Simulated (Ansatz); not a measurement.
# BaTiO3, response to strain

Start from BaTiO$_{3}$ in the cubic perovskite structure (space group Pm-3m, No. 221; a = 3.9346 Å). Axes: x, y, z lie along the cube axes.

Strains are applied to the cell and any free atomic positions relax; under biaxial strain the out-of-plane vector relaxes too.

Computed with LDA/PAW in Ansatz (a quantum-chemistry and plane-wave program), no spin-orbit coupling.

Notes on the quantities. energy relative to the base: free energy F.

```tsv
biaxial strain, plane normal [001], relaxed out of plane (%)	energy relative to the base (meV/atom)
-3	29.4
-1.8	10.1
-1.2	?
-0.6	1.1
0	0.0
```

Q: Fit ΔE = Aε² + Bε³ (ε in %) to the rows shown and predict the withheld row.

A: Least squares on the printed values gives A = 2.90 and B = -0.12 meV/atom (largest residual 0.0 meV/atom); this predicts 4.4 meV/atom, and the run gives 4.4 meV/atom, in agreement.

Whether these cells are dynamically stable was not tested. All final runs are without spin polarisation. Many cubic perovskites are stable only at high temperature; tilts and polar distortions were not tested. This is not the structure that BaTiO3 has at room temperature and ambient pressure.
